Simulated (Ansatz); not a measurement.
## SiO2 (model structure, started from the 3R-MoS2 type, R3m, No. 160, 3 atoms in the cell)

These are r²SCAN (Ansatz, a first-principles code, PAW) values and carry that method's errors.

Run with plane-wave cutoff 560 eV, 16×16×16 k mesh, Fermi–Dirac smearing 0.01 eV, scalar-relativistic PAW data made under PBE.

Cell (relaxed at this level):

```cif
data_O6Si3
_chemical_formula_sum 'Si3 O6'
_space_group_name_H-M_alt 'R3m :H'
_space_group_IT_number 160
_space_group_name_Hall 'R 3 -2"'
_cell_length_a 2.59950
_cell_length_b 2.59950
_cell_length_c 15.43173
_cell_angle_alpha 90.000
_cell_angle_beta 90.000
_cell_angle_gamma 120.000
loop_
_atom_site_label
_atom_site_type_symbol
_atom_site_symmetry_multiplicity
_atom_site_Wyckoff_symbol
_atom_site_fract_x
_atom_site_fract_y
_atom_site_fract_z
_atom_site_occupancy
Si1 Si 3 a 0.00000 0.00000 0.00001 1
O1 O 3 a 0.00000 0.00000 0.26401 1
O2 O 3 a 0.00000 0.00000 0.40267 1
```
(The calculation used a cell of 3 atoms; values per cell refer to that cell.)

```
Quantity                        Value
--------  ---------------------------
band gap  4.01 eV (on the SCF k mesh)
```

Note: the relaxation could raise the start's symmetry but not lower it, so the cell can be a saddle point; the cell has widely spaced layers and the level no dispersion term, so their spacing and the moduli can rest on weak binding.

Computed values are for the static lattice.

It cost around 6 core-minutes (rough) of CPU time.

A model structure was made by putting elements into a prototype or built by hand; it is no filed structure, need not be a known phase, and can be a saddle point held by its symmetry.
